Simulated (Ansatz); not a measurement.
Consider ZrC in the rock salt structure (space group Fm-3m, No. 225; relaxed with 0.1 eV smearing).

```yaml
crystal:
  lattice:
    - [0.00000, 2.33454, 2.33454]
    - [2.33454, 0.00000, 2.33454]
    - [2.33454, 2.33454, 0.00000]
  atoms:
    - { symbol: Zr, position: [0.00000, 0.00000, 0.00000] }
    - { symbol: C, position: [0.50000, 0.50000, 0.50000] }
```

Cartesian axes are those of the cell as printed.

Level of theory: PBEsol (Ansatz, a first-principles code, PAW, scalar-relativistic without spin-orbit coupling).

For the base:

The pressure is 0.0 GPa.

Modification: biaxial strain +0.50 %, plane normal [001], relaxed out of plane (Cartesian); in-plane vectors clamped, the third vector and the atoms free.

### Question
What happens to the pressure?

### Answer
The pressure (mean of the normal stresses, compression positive) goes from zero to -1.8 GPa.

### Question
Estimate the effect on the energy relative to the base.

### Answer
The energy increases by 1.1 meV/atom.

No phonon test of stability was made. The final runs are not spin-polarised.
